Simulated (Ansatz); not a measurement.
The starting structures come from a database of crystals and need not be the phases stable at ambient conditions.

By LDA, the system below comes out a metal.

The ballistic (Sharvin) conductance counts the channels at the Fermi level: G/A = (e²/h) × channels of both spins per area.

Given:

```xyz
2
Lattice="2.7310 0.0000 0.0000 0.0000 4.4285 0.0000 1.3655 0.0000 2.3651" Properties=species:S:1:pos:R:3 pbc="T T T"
Rh     2.7310     1.1071     1.5767
Rh     1.3655     3.3214     0.7884
```

Space group of this cell: P6_3/mmc, hcp (Mg type). The cell is taken as given; by LDA its mean pressure is -19.4 GPa.

The current flows along the normal of the first two printed cell vectors, the (100) plane of the conventional cell. No spin-orbit coupling; the value is a mean over 0.1 eV about the Fermi level.

Problem. State the ballistic conductance per area according to Ansatz (an electronic-structure program) with LDA.

Solution. 1.6 × 10¹⁵ S/m² for both spins.
